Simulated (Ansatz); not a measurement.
Take CdF₂ in the fluorite structure (space group Fm-3m, No. 225; a = 5.481 Å) as the base.

Method: PBE, PAW, 420 eV (Ansatz, an electronic-structure program; without spin-orbit coupling).

For the base:

```
Quantity     Value
--------  --------
Pressure  0.00 GPa
Band gap   2.92 eV
```

It is then changed as follows: an isotropic linear strain of +2.50 %; the atoms relax in the strained cell.

Problem. How does this affect the pressure, band gap and energy relative to the base?

Solution. The pressure goes from zero to -5.80 GPa; the band gap shrinks by 0.261 eV (2.92 eV → 2.65 eV); the energy rises by 21 meV/atom.

Stability against distortions was not tested.
